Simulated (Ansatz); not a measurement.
The starting structures come from a database of crystals and need not be the phases stable at ambient conditions.

The decay constant κ of evanescent states in the gap governs leakage through a thin film.

Input:

```yaml
crystal:
  lattice:
    - [3.48118, 0.00000, 0.00000]
    - [-1.74059, 3.01479, 0.00000]
    - [0.00000, 0.00000, 11.46837]
  atoms:
    - { symbol: Al, position: [0.66667, 0.33333, 0.92424] }
    - { symbol: Al, position: [0.33333, 0.66667, 0.07576] }
    - { symbol: Al, position: [0.33333, 0.66667, 0.42424] }
    - { symbol: Al, position: [0.66667, 0.33333, 0.57576] }
    - { symbol: Al, position: [0.00000, 0.00000, 0.75000] }
    - { symbol: Al, position: [0.00000, 0.00000, 0.25000] }
    - { symbol: B, position: [0.00000, 0.00000, 0.00000] }
    - { symbol: B, position: [0.00000, 0.00000, 0.50000] }
    - { symbol: C, position: [0.33333, 0.66667, 0.25000] }
    - { symbol: C, position: [0.66667, 0.33333, 0.75000] }
```

Space group of this cell: P6_3/mmc. The cell is taken as given; by PBEsol its mean pressure is 0.7 GPa.

Transport runs along the normal of the first two printed cell vectors, the (001) plane of the conventional cell.

The gap is the functional's own, uncorrected, and κ follows it; spin-orbit coupling is left out. Mid-gap values are interpolated between the computed energies.

Give the band gap and the smallest decay constant κ at mid-gap that Ansatz (a program for electronic structure) with PBEsol yields.

Gap 0.39 eV on a 12×12×4 mesh; κ = 0.111 1/Å, at (0.500, 0.000) of the in-plane reciprocal vectors. At the zone centre, at the nearest computed energy, the slowest state has κ = 0.14 1/Å.
